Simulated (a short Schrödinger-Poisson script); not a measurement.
## MOS inversion layer, SiO2 on p-type Si(100)

System: MOS inversion layer, SiO2 on p-type Si(100), at 400 K.

```csv
layer,material,thickness (nm),Na (cm⁻³)
1,SiO2,3.2,-
2,Si,730,3.5e17
```

Constants are typed, rounded textbook-type inputs, not results; the design itself was drawn at random and stands for no fabricated device. SiO2: permittivity 3.9, conduction-band edge (eV) 3.15, gap (eV) 9, electron mass (mₑ) 0.5. Si: permittivity 11.7, conduction-band edge (eV) 0, gap (eV) 1.124, Nv at 300 K (cm⁻³) 3.1e19.

Channel valleys (confinement mass, in-plane density-of-states mass, number): Δ2 0.916, 0.19, 2; Δ4 0.19, 0.417, 4. At the gate the conduction-band edge of layer 1 lies 3.54 eV − eVg above the Fermi level of the channel; the field vanishes at the back. Gaps are held at their typed values at every temperature. Mesh 0.03 nm at interfaces.

Solved with a short Schrödinger-Poisson script written for these runs: 1D Poisson equation in equilibrium, electrons quantum, Hartree (BenDaniel-Duke, 12 states a valley, the channel's in-plane mass for all, wave functions ending at the dielectric), parabolic valleys, classical holes, full ionisation, no traps, pinning or gate leakage.

```csv
Vg (V),electrons (cm⁻²),C (μF/cm²),Δ2 E0 (meV),Δ2 E1 (meV),Δ4 E0 (meV),Δ4 E1 (meV)
0.15,4.67e6,0.203,518.6,564.2,560.7,634.6
0.3,1.29e8,0.185,400.8,450.6,446.7,527.9
0.45,3.92e9,0.182,280.6,334.0,329.9,417.4
0.6,9.12e10,0.365,169.7,226.7,222.3,315.4
0.75,5.29e11,0.679,106.0,167.7,163.2,260.5
0.9,1.20e12,0.799,74.2,141.0,136.5,237.2
1.05,1.97e12,0.852,54.0,125.7,121.2,224.7
1.2,2.77e12,0.882,39.0,115.4,110.9,216.8
1.35,3.60e12,0.901,26.8,107.7,103.2,211.3
1.5,4.45e12,0.915,16.5,101.7,97.2,207.2
1.65,5.31e12,0.925,7.5,96.7,92.3,204.0
1.8,6.18e12,0.933,-0.6,92.5,88.0,201.3
1.95,7.05e12,0.940,-8.1,88.7,84.4,199.1
2.1,7.93e12,0.945,-15.0,85.5,81.1,197.3
2.25,8.82e12,0.950,-21.5,82.5,78.1,195.6
2.4,9.71e12,0.954,-27.7,79.8,75.4,194.2
2.55,1.06e13,0.957,-33.6,77.2,72.9,192.9
2.7,1.15e13,0.960,-39.3,74.9,70.6,191.7
2.85,1.24e13,0.963,-44.8,72.7,68.3,190.7
```

Gate voltages with under 1e6 electrons/cm² are left out.

Subbands count from the Fermi level.
